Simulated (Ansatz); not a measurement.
**BAs, point defects**

Take a 16-atom supercell of BAs in the zinc blende structure (space group F-43m, No. 216; a = 4.768 Å) at its relaxed geometry as the base.

One neutral defect a cell, atoms relaxed at fixed cell.

Level of theory: PBEsol (Ansatz, an electronic-structure program; PAW; 420 eV plane waves; spin-orbit coupling left out), earlier PAW set.

| case | largest displacement of a host atom from its site in the perfect cell | pressure |
|---|---|---|
| perfect supercell | – | 0.0 GPa |
| B interstitial (started 2.06 Å from the nearest host atom) | 0.86 Å | 8.5 GPa |
| Ga on a As site, symmetric start | 0.04 Å | 0.6 GPa |
| B interstitial (started 1.95 Å from the nearest host atom) | 0.14 Å | 5.3 GPa |
| As vacancy | 0.15 Å | -1.3 GPa |
| Be on a B site, symmetric start | 0.04 Å | 3.3 GPa |

The magnetic state is the one reached from the starting moments; the real material's order can differ, and small cells can't hold many antiferromagnetic ones. The cell is small, so the values are those of an ordered compound at a high defect concentration; dilute-limit values will differ. A case with no gap was solved on a k-mesh chosen for an insulator, which is coarse for it. Defects with a symmetric start kept the site's symmetry and may sit on a saddle; the others started slightly shaken. Starting moments died away, wholly or in part, for B interstitial (started 2.06 Å from the nearest host atom), Ga on a As site, B interstitial (started 1.95 Å from the nearest host atom) and As vacancy and more; another magnetic solution may exist.
